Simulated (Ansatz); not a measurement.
The parent structure is ZrSi₂ (space group Cmcm, No. 63; a = 3.689 Å, b = 14.858 Å, c = 3.667 Å). Axes: x, y, z lie along a, b, c of the conventional cell.

The values are results of Ansatz (a quantum-chemistry and plane-wave program), r2SCAN, PAW, cutoff 500 eV, scalar-relativistic without spin-orbit coupling, not measurements.

Before the change:

The pressure is 0.0 GPa and the shortest interatomic distance comes out as 4.521 bohr.

Now apply this change: the cell is stretched by 5.05 % along z with no lateral relaxation; the atoms relax in the strained cell.

### Question
What happens to the largest internal atomic displacement, energy relative to the base, pressure and shortest interatomic distance?

### Answer
The largest internal atomic displacement amounts to 0.015 Å; the energy rises by 36 meV/atom; the pressure (mean of the normal stresses, compression positive) goes from zero to -6.4 GPa; the shortest interatomic distance goes up by 0.101 bohr (4.521 bohr → 4.622 bohr).

Without a gap, meshes like the base's 13×13×13 leave anisotropic stresses uncertain by several tenths of a GPa, and small strain energies with them. No phonon test of stability was made. The final runs are not spin-polarised.
